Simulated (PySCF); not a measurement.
PySCF 2.14.0, B3LYP/def2-svpd, df: Ag(SH)(PH3) ([PH3]->[Ag][SH]), 7 atoms. The geometry is a generated start, not checked to be a minimum at this level.

```yaml
task: energy
method: b3lyp
basis: def2-svpd
two_electron_scheme: density fitting
mol.max_memory: 3000 MB
mf.max_cycle: 100
mf.conv_tol: 1e-09 (default)
mf.grids.level: 3 (default)
effective_core_potentials: those of the basis set, past Kr
basis_functions: 117
grid_points: 99736
```

```xyz
7

Ag    -0.3834     0.8131     0.5214
S     -1.3468     2.5212     1.7646
H     -1.7268     1.7916     2.8036
P      0.6471    -0.8955    -0.9561
H      1.3817    -1.9375    -0.4296
H      1.5591    -0.5918    -1.9431
H     -0.1309    -1.7010    -1.7608
```

Charge 0 and multiplicity 1 are set for this test and not shown to be the ground state.

With the defaults (mf.DIIS = CDIIS, mf.diis = true, mf.diis_space = 8, mf.damp = 0, mf.diis_start_cycle = 1, mf.level_shift = 0, mf.init_guess = minao, newton = off) it converges in 15 Fock builds. One run each on 2 threads, 1 BLAS thread, with these changes:
- newton = Hessian by the SCF's own integrals
- mf.diis = false
- mf.diis_space = 5
- mf.DIIS = EDIIS
- mf.level_shift = 0.1 Hartree
- mf.init_guess = huckel
- mf.diis_space = 20
- mf.level_shift = 1 Hartree
- mf.damp = 0.7, mf.diis_start_cycle = 8

Which of these changes keep the SCF from converging, or lead it to another solution?

No convergence: mf.DIIS = EDIIS; mf.diis = false (the run ends without SCF convergence in 100 cycles). The rest reach the solution of the defaults.

```
setting                                      Fock builds             end
-------------------------------------------  -----------  --------------
mf.init_guess = huckel                                14   same solution
the defaults                                          15   same solution
mf.diis_space = 20                                    15   same solution
mf.diis_space = 5                                     15   same solution
mf.level_shift = 0.1 Hartree                          15   same solution
mf.damp = 0.7, mf.diis_start_cycle = 8                16   same solution
mf.level_shift = 1 Hartree                            49   same solution
newton = Hessian by the SCF's own integrals           52   same solution
mf.DIIS = EDIIS                                      101  no convergence
mf.diis = false                                      101  no convergence
```

Under newton the count holds the products with the orbital Hessian.
